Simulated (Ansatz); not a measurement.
Hypothetical Pm-3n Ge under a change: pressure −2 GPa

The parent structure is Ge (space group Pm-3n, No. 223; a = 5.323 Å; a hypothetical phase, not in the database extracts checked).

Modification: a negative pressure, −2 GPa.

Method: DFT with PBEsol, PAW potentials and a 420 eV plane-wave cutoff in Ansatz (a program for electronic structure), without spin-orbit coupling. k-mesh 9×9×9 (Γ-centred); smearing 0.05 eV (Fermi–Dirac).

| quantity | base | changed | shift |
|---|---|---|---|
| volume per atom | 18.85 Å³ | 19.42 Å³ | +0.576 Å³ |
| density | 6.40 g/cm³ | 6.21 g/cm³ | -0.19 g/cm³ |
| shortest interatomic distance | 2.661 Å | 2.688 Å | +0.027 Å |
| band gap | zero | zero | – |

Load acts through the strain it causes; cell and atoms are relaxed under it. Whether these cells are dynamically stable was not tested.
